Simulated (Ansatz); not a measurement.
Data:

```
Be2C
1.0
    0.00000     2.19843     2.19843
    2.19843     0.00000     2.19843
    2.19843     2.19843     0.00000
Be C
2 1
Direct
  0.25000   0.25000   0.25000
  0.75000   0.75000   0.75000
  0.00000   0.00000   0.00000
```

No spin polarisation.

Level of theory: PBEsol (Ansatz, a program for electronic structure; PAW; 420 eV plane waves; no spin-orbit coupling). Γ-centred 13×13×13 mesh, Fermi–Dirac width 0.05 eV.

Question: What is the computed hole mass (degenerate bands, along [100])?

Answer: 0.26, 0.26, 0.40 mₑ (at Γ).

Question: What is the computed width of the top valence band?

Answer: 5.75 eV.

Question: Predict the smallest direct gap.

Answer: 4.01 eV.

Question: What pressure does the calculation give?

Answer: -11.02 GPa.

The cells carry an imposed strain or load. Effective masses come from finite differences of ±0.01 Å⁻¹. No phonon test of stability was made. The cell was made from Be2C (space group Fm-3m, No. 225) by this change: isotropic strain +2.00 %.
